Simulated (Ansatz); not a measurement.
```yaml
crystal:
  lattice:
    - [3.18893, 0.00000, 0.00000]
    - [-1.59447, 2.76169, 0.00000]
    - [0.00000, 0.00000, 5.19236]
  atoms:
    - { symbol: Ga, position: [0.66667, 0.33333, 0.49908] }
    - { symbol: Ga, position: [0.33333, 0.66667, 0.99908] }
    - { symbol: N, position: [0.66667, 0.33333, 0.87592] }
    - { symbol: N, position: [0.33333, 0.66667, 0.37592] }
```

Space group of this cell: P6_3mc, wurtzite. The cell is taken as given; by r2SCAN its mean pressure is -1.0 GPa.

The numbers are results of r2SCAN (plane waves, PAW; Ansatz, an electronic-structure program), not measurements.

The current runs along the normal of the first two printed vectors; no spin-orbit coupling. Scaled by the factor s: the length along the current (ions clamped). Meshes 12×12×6 and 12×12 across the current in all rows.

```
s     mean pressure (GPa)  band gap (eV)
----  -------------------  -------------
0.97                  5.5              ?
1.00                 -1.0           2.31
1.03                 -6.1           2.02
```

Q: Take the slope of the band gap against ln s from the two given rows, extrapolate to s = 0.97, and say what the run there gives.

A: Slope = (2.02 − 2.31) / ln 1.03 = -9.81 eV. The line gives 2.31 + (-9.81) × ln 0.97 = 2.61 eV. The run gives 2.53 eV, 0.08 eV under the line, 26 % of the predicted step.
